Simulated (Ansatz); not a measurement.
The starting structures come from a database of crystals and need not be the phases stable at ambient conditions.

Inside the gap of an insulator the Bloch states are evanescent, with a wavenumber k + iκ along the transport direction.

```
CELL_PARAMETERS angstrom
      6.53021     0.00000     0.00000
     -3.26510     5.65533     0.00000
      3.26511     1.88511     7.30988
ATOMIC_POSITIONS crystal
  Rb 0.00000 0.50000 0.50000
  Rb 0.16125 0.08062 0.75813
  Rb 0.83875 0.91938 0.24187
  Sb 0.50552 0.75276 0.74172
  Sb 0.49448 0.24724 0.25828
  Au 0.50000 0.00000 0.00000
  Au 0.00000 0.50000 0.00000
  Au 0.50000 0.50000 0.00000
```

Space group of this cell: R-3m. The cell is taken as given.

Transport runs along the normal of the first two printed cell vectors, the (001) plane of the conventional cell.

No gap correction and no spin-orbit coupling; mid-gap values are interpolated between computed energies.

Predict the band gap and the smallest decay constant κ at mid-gap from r2SCAN in Ansatz (an electronic-structure program).

Gap 1.39 eV on a 6×6×6 mesh; κ = 0.167 1/Å, at (0.500, 0.000) of the in-plane reciprocal vectors. At the zone centre, at the nearest computed energy, the slowest state has κ = 0.24 1/Å.
